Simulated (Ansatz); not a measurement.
```yaml
crystal:
  lattice:
    - [14.00000, 0.00000, 0.00000]
    - [0.00000, 14.00000, 0.00000]
    - [0.00000, 0.00000, 8.41697]
  atoms:
    - { symbol: Cu, position: [0.59009, 0.50000, 0.00000] }
    - { symbol: Cu, position: [0.43791, 0.56950, 0.09091] }
    - { symbol: Cu, position: [0.48504, 0.40898, 0.18182] }
    - { symbol: Cu, position: [0.57549, 0.54972, 0.27273] }
    - { symbol: Cu, position: [0.40990, 0.52591, 0.36364] }
    - { symbol: Cu, position: [0.53633, 0.41635, 0.45454] }
    - { symbol: Cu, position: [0.53633, 0.58365, 0.54546] }
    - { symbol: Cu, position: [0.40990, 0.47409, 0.63636] }
    - { symbol: Cu, position: [0.57549, 0.45028, 0.72727] }
    - { symbol: Cu, position: [0.48504, 0.59102, 0.81818] }
    - { symbol: Cu, position: [0.43791, 0.43050, 0.90909] }
```

Method: PBE (plane waves to 420 eV, PAW; Ansatz, a program for electronic structure). Mesh 1×1×8. No spin polarisation. Isolated but for its images some 11 Å away. A hypothetical model. It keeps the symmetry and period of its start, so it need not be a minimum against all distortions. Pairing along the axis, which can open a gap, is among the distortions not tried. Buckling under compression is shut out by symmetry and the short period.

Q: Give the properties of this body.

A: 
```
Quantity                                                       Result
-----------------------------------------------  --------------------
largest distance between nuclei across the axis                2.55 Å
PBE gap                                          none (under 0.01 eV)
work function (PBE)                                           4.70 eV
axial stiffness dF/dε                                           39 nN
```
